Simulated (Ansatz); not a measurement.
An Ansatz (an electronic-structure program) run: Rh; Ansatz, PBE, PAW, cutoff 420 eV, spin-orbit coupling left out.

Input:

Ansatz 0.2 input:
```yaml
crystal:
  lattice:
    - [0, 1.9150316919, 1.9150316919]
    - [1.9150316919, 0, 1.9150316919]
    - [1.9150316919, 1.9150316919, 0]
  atoms:
    - { symbol: Rh, position: [0, 0, 0] }
basis: { ecutwfc: 420, ecutrho_ratio: 4, xc_grid: 2, fft_grid_basis: typed }
kpoints: { mp_grid: { grid: [21, 21, 21] } }
hamiltonian:
  xc: pbe
  dispersion: none
  pseudopotentials: { kind: paw }
scf: { occupations: { method: fermi_dirac, width: 0.05 }, convergence: { dr2_threshold: 0.0000000001 } }
output: { forces: true, stress: true }
checkpoint: { write: state.ck, write_every: 1000 }
```

Output (explanatory and most iteration lines left out):

```
Pseudopotential: Rh, paw, valence charge 17
Crystal: 1 atoms, lattice volume = 14.046 Å³
Basis set: ecut = 420 eV, 283 PW (Γ), exchange–correlation on 40×40×40 points (8 copies of the dense FFT grid, shifted against one another)
Bands: 13, of which v1, the nominal top of the filled ones, is band 9 counted from 1 (8 counted from 0)
Symmetry: 48 space group operations
Space group: Fm-3m (ITA 225), of the structure as read, at distance tolerance 2.4e-5 Å
k-points: 286 of 9261
Functional: x = pbe(κ = 0.804, μ = 0.2195149727645171), c = pbe(β = 0.06672455060314922)
SCF iter   1: F=—  HF=-6402.894378 eV  |F-HF|=—  |Δ(HF+E_count)|=         —  Δρ=2.64e-3  dr2=2.28e-4  ethr=1.77e-3  ⟨swp⟩=5.1  Hψ=20819  notcnv=0
SCF iter   2: F=—  HF=-6402.894498 eV  |F-HF|=—  |Δ(HF+E_count)|=   1.20e-4  Δρ=1.37e-3  dr2=5.23e-5  ethr=1.34e-6  ⟨swp⟩=2.8  Hψ=8737  notcnv=0
SCF 1 converged in 7 iterations: F = -6402.894523 eV  dr2 = 1.93e-11
SCF converged after 7 iterations
Free energy (F): -6402.894523 eV
Internal energy: -6402.883606 eV  (E = F + TS)
E sigma→0 (E₀):  -6402.889064 eV
Entropy (-TS):   -0.010916 eV (-10.916 meV/atom)
Fermi energy:    21.780041 eV
--- Forces (eV/Å), atoms counted from 1 ---
  atom   1  Rh    -0.00000000     0.00000000     0.00000000
--- Stress (GPa, compression-positive) ---
       -0.000032       0.000000      -0.000000
       -0.000000      -0.000032       0.000000
       -0.000000      -0.000000      -0.000032
  P = ⅓ Tr σ = -0.0000 GPa (-0.000 kbar)
```

Stability against distortions was not tested. The final runs are not spin-polarised. The cell is Rh in the fcc (Cu type) structure (space group Fm-3m, No. 225).
